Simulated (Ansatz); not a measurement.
Results of r²SCAN (plane waves, PAW; Ansatz, an electronic-structure program) for fluorite CoSi2.

Numerical settings: plane-wave cutoff 600 eV, 22×22×22 k mesh, Fermi–Dirac smearing 0.071 eV (set by the program), no spin polarisation, scalar-relativistic PAW data made under PBE.

Computed at the level's own relaxed cell.

Elastic tensor (GPa, Voigt notation, ions relaxed):

```
  268.0   161.0   161.0     0.0     0.0     0.0
  161.0   268.0   161.0     0.0     0.0     0.0
  161.0   161.0   268.0     0.0     0.0     0.0
    0.0     0.0     0.0   103.9     0.0     0.0
    0.0     0.0     0.0     0.0   103.9     0.0
    0.0     0.0     0.0     0.0     0.0   103.9
```

Q: Work out the Voigt, Reuss and Hill averages of the bulk and shear moduli, Young's modulus and Poisson's ratio from the printed constants.

A: K_V = [C11 + C22 + C33 + 2(C12 + C13 + C23)]/9 = [804.0 + 2 × 483.0]/9 = 196.7 GPa. G_V = [804.0 − 483.0 + 3 × 311.7]/15 = 83.7 GPa. From the compliances S = C⁻¹, K_R = 196.7 and G_R = 75.5 GPa. Hill means: K = 196.7, G = 79.6 GPa. E = 9KG/(3K + G) = 210 GPa, ν = (3K − 2G)/(6K + 2G) = 0.32, K/G = 2.47.

Static lattice: no zero-point or thermal effects.
